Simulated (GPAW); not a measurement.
**GPAW run on Cr (Im-3m, 2 atoms in the cell): self-consistent single point**

Level of theory: PBE, GPAW PAW datasets PBE (gpaw-data 1.0.1) (plane waves; GPAW).

The input file:

```python
from ase import Atoms
from ase.units import GPa
from gpaw import GPAW

atoms = Atoms(['Cr', 'Cr'],
              cell=[[2.880000, 0.000000, 0.000000],
                    [0.000000, 2.880000, 0.000000],
                    [0.000000, 0.000000, 2.880000]],
              scaled_positions=[[0.000000, 0.000000, 0.000000],
                                [0.500000, 0.500000, 0.500000]],
              pbc=True)

atoms.set_initial_magnetic_moments([1.5, -1.5])

calc = GPAW(spinpol=True,
            mode={'name': 'pw', 'ecut': 850},
            xc='PBE',
            kpts=(9, 9, 9),
            occupations={'name': 'methfessel-paxton', 'width': 0.2, 'order': 0},
            nbands=-10,
            convergence={'density': 1e-05, 'energy': 1e-05},
            symmetry={'symmorphic': False, 'tolerance': 0.0005},
            maxiter=120)

atoms.calc = calc

energy = atoms.get_potential_energy()
print('Energy (eV):', round(energy, 6))
forces = atoms.get_forces()
print('Forces (eV/Ang):')
print(forces.round(5))
stress = atoms.get_stress()
print('Stress (GPa, Voigt):', (stress / GPa).round(4))
```

The program printed (abridged):

```
Input parameters:
  convergence: {density: 1e-05,
                energy: 1e-05}
  kpts: [9 9 9]
  maxiter: 120
  mode: {ecut: 850,
         name: pw}
  nbands: -10
  occupations: {name: methfessel-paxton,
                order: 0,
                width: 0.2}
  spinpol: True
  symmetry: {symmorphic: False,
             tolerance: 0.0005}
  xc: PBE

species:
  Cr:
    name: Chromium
    Z: 24.0
    valence: 6
    core: 18
    charge: 0.0
    file: Cr.PBE.gz

    # Using partial waves for Cr as LCAO basis

Reference energy: -57164.754899  # eV

Spin-polarized calculation.
Initial magnetic moment: 0.000000

Convergence criteria:
 Maximum [total energy] change in last 3 cyles: 1e-05 eV / valence electron
 Maximum integral of absolute [dens]ity change: 1e-05 electrons / valence electron
 Maximum integral of absolute [eigenst]ate change: 4e-08 eV^2 / valence electron
 Maximum number of scf [iter]ations: 120

Symmetries present (total): 48
Symmetries with fractional translations: 0
729 k-points: 9 x 9 x 9 Monkhorst-Pack grid
35 k-points in the irreducible part of the Brillouin zone
       k-points in crystal coordinates                weights
   0:     0.00000000    0.00000000    0.00000000          1/729
   1:     0.11111111    0.00000000    0.00000000          6/729
   2:     0.11111111    0.11111111    0.00000000         12/729
   [... 7 lines left out ...]
          ...
  34:     0.44444444    0.44444444    0.44444444          8/729

Wave functions: Plane wave expansion
  Cutoff energy: 850.000 eV
  Number of coefficients (min, max): 1334, 1359
  Pulay-stress correction: 0.000000 eV/Ang^3 (de/decut=0.000000)

Occupation numbers: Methfessel-Paxton:
  width: 0.2000  # eV
  order: 0

Eigensolver

Densities:
  Coarse grid: 20*20*20 grid
  Fine grid: 40*40*40 grid
  Total Charge: 0.000000

Density mixing:
  Method: difference
  Backend: pulay
  Linear mixing parameter: 0.05
  old densities: 5
  Damping of long wavelength oscillations: 50

Hamiltonian:
  XC and Coulomb potentials evaluated on a 40*40*40 grid
  External potential:
    NoExternalPotential

XC parameters: PBE with 2 nearest neighbor stencil

Number of atoms: 2
Number of atomic orbitals: 18
Number of bands in calculation: 16
Number of valence electrons: 12
Bands to converge: occupied

Density initialized from atomic densities
  16 bands from LCAO basis set

Atomic positions and initial magnetic moments

Positions:
   0 Cr     0.000000    0.000000    0.000000    ( 0.0000,  0.0000,  1.5000)
   1 Cr     1.440000    1.440000    1.440000    ( 0.0000,  0.0000, -1.5000)

Unit cell:
           periodic     x           y           z      points  spacing
  1. axis:    yes    2.880000    0.000000    0.000000    20     0.1440
  2. axis:    yes    0.000000    2.880000    0.000000    20     0.1440
  3. axis:    yes    0.000000    0.000000    2.880000    20     0.1440

  Lengths:   2.880000   2.880000   2.880000
  Angles:   90.000000  90.000000  90.000000

Effective grid spacing dv^(1/3) = 0.1440

     iter     time        total  log10-change:  magmom
                         energy   eigst   dens
iter:   1 --:--:--   -19.155041                   +0.0000
iter:   2 --:--:--   -19.067194   -1.46  -1.11    +0.0000
iter:   3 --:--:--   -18.851511   -1.13  -1.15    -0.0000
iter:   4 --:--:--   -18.840752   -2.09  -1.71    +0.0000
iter:   5 --:--:--   -18.853883   -1.61  -1.74    -0.0000
iter:   6 --:--:--   -18.849325   -2.08  -2.07    +0.0000
   [... 6 lines left out ...]
iter:  13 --:--:--   -18.865744   -4.07  -2.34    +0.0000
iter:  14 --:--:--   -18.863909   -3.27  -2.48    +0.0000
iter:  15 --:--:--   -18.863972   -4.83  -3.74    -0.0000
iter:  16 --:--:--   -18.864165   -4.93  -3.53    -0.0000
iter:  17 --:--:--   -18.864222   -5.29  -3.68    -0.0000
iter:  18 --:--:--   -18.864282c  -5.25  -3.64    +0.0000
iter:  19 --:--:--   -18.864429   -4.50  -3.68    +0.0000
iter:  20 --:--:--   -18.864311   -4.65  -3.12    +0.0000
iter:  21 --:--:--   -18.864330c  -4.67  -3.35    +0.0000
iter:  22 --:--:--   -18.864313c  -6.14  -3.75    +0.0000
iter:  23 --:--:--   -18.864345c  -5.66  -4.10    +0.0000
iter:  24 --:--:--   -18.864368c  -4.86  -4.17    -0.0000
iter:  25 --:--:--   -18.864346c  -5.75  -3.37    +0.0000
iter:  26 --:--:--   -18.864342c  -5.73  -3.68    +0.0000
iter:  27 --:--:--   -18.864344c  -6.37  -4.36    +0.0000
iter:  28 --:--:--   -18.864343c  -7.52c -4.42    +0.0000
iter:  29 --:--:--   -18.864317c  -5.98  -4.84    -0.0000
iter:  30 --:--:--   -18.864355c  -5.54  -4.21    +0.0000
iter:  31 --:--:--   -18.864376c  -5.80  -3.77    +0.0000
iter:  32 --:--:--   -18.864371c  -6.39  -3.50    -0.0000
iter:  33 --:--:--   -18.864368c  -7.30  -3.58    -0.0000
iter:  34 --:--:--   -18.864356c  -6.13  -3.60    -0.0000
   [... 6 lines left out ...]
iter:  41 --:--:--   -18.864365c  -5.39  -3.43    +0.0000
iter:  42 --:--:--   -18.864354c  -5.92  -3.70    +0.0000
iter:  43 --:--:--   -18.864343c  -6.25  -4.19    +0.0000
iter:  44 --:--:--   -18.864346c  -6.93  -4.84    +0.0000
iter:  45 --:--:--   -18.864349c  -6.20  -4.97    +0.0000
iter:  46 --:--:--   -18.864348c  -7.43c -4.00    +0.0000
iter:  47 --:--:--   -18.864348c  -7.46c -4.17    +0.0000
iter:  48 --:--:--   -18.864346c  -7.09  -4.33    +0.0000
iter:  49 --:--:--   -18.864346c  -8.61c -5.02c   +0.0000

Converged after 49 iterations.

Dipole moment: (0.000000, -0.000000, 0.000000) |e|*Ang

Total magnetic moment: (0.000000, 0.000000, 0.000000)
Local magnetic moments:
   0 Cr ( 0.000000,  0.000000,  1.278007)
   1 Cr ( 0.000000,  0.000000, -1.278007)

Energy contributions relative to reference atoms: (reference = -57164.754899)

Kinetic:        -30.449696
Potential:      +18.735173
External:        +0.000000
XC:              -7.554681
Entropy (-ST):   -0.015691
Local:           +0.412703
SIC:             +0.000000
--------------------------
Free energy:    -18.872192
Extrapolated:   -18.864346

Spin contamination: 1.362531 electrons
Showing only first 2 kpts
                      Up                     Down
 Kpt  Band  Eigenvalues  Occupancy  Eigenvalues  Occupancy
  0     4      9.91298    1.00000      9.91298    1.00000
  0     5      9.91298    1.00000      9.91298    1.00000
  0     6     12.02155    0.00000     12.02155    0.00000
  0     7     12.02155    0.00000     12.02155    0.00000

  1     4      9.89410    1.00000      9.89410    1.00000
  1     5      9.99205    1.00000      9.99205    1.00000
  1     6     11.84675    0.00000     11.84675    0.00000
  1     7     12.08824    0.00000     12.08824    0.00000

Fermi level: 10.81236

No gap
No difference between direct/indirect transitions
Energy (eV): -18.864346

Forces in eV/Ang:
  0 Cr    0.00000    0.00000    0.00000
  1 Cr    0.00000    0.00000    0.00000

Stress tensor:
     0.010699     0.000000     0.000000
     0.000000     0.010699     0.000000
     0.000000     0.000000     0.010699
Stress (GPa, Voigt): [1.7141 1.7141 1.7141 0.     0.     0.    ]
```

The run converged in 49 iterations. GPAW prints stress with tension positive.

The starting cell has typed, rounded lattice constants, without a prior relaxation at this level. The magnetic order is the one reached from the typed start; others were not searched systematically.

Cost on one core of a shared machine: roughly 80 s.
